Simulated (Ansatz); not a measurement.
An ideal cubic perovskite cell is held by its symmetry; such compounds can tilt or shift off centre at room temperature. The starting structures come from a database of crystals and need not be the phases stable at ambient conditions.

Tunnelling through a barrier is set by its complex band structure: the current falls as exp(−2κd) with the smallest κ.

Consider the following.

```yaml
crystal:
  lattice:
    - [6.48652, 0.00000, 0.00000]
    - [-3.24326, 5.61749, 0.00000]
    - [3.24326, 1.87250, 2.64811]
  atoms:
    - { symbol: Rb, position: [0.00000, 0.00000, 0.00000] }
    - { symbol: Hg, position: [0.00000, 0.50000, 0.50000] }
    - { symbol: F, position: [0.50000, 0.00000, 0.00000] }
    - { symbol: F, position: [0.50000, 0.50000, 0.00000] }
    - { symbol: F, position: [0.00000, 0.50000, 0.00000] }
```

Space group of this cell: Pm-3m, cubic perovskite. The cell was relaxed by PBE-D3(BJ); by PBEsol its mean pressure is -1.8 GPa.

Transport runs along the normal of the first two printed cell vectors, the (111) plane of the conventional cell.

No gap correction and no spin-orbit coupling; mid-gap values are interpolated between computed energies.

Problem. Predict the band gap and the smallest decay constant κ at mid-gap from PBEsol (Ansatz, a first-principles code).

Solution. Gap 0.46 eV on a 12×12×12 mesh; κ = 0.137 1/Å, at the zone centre.
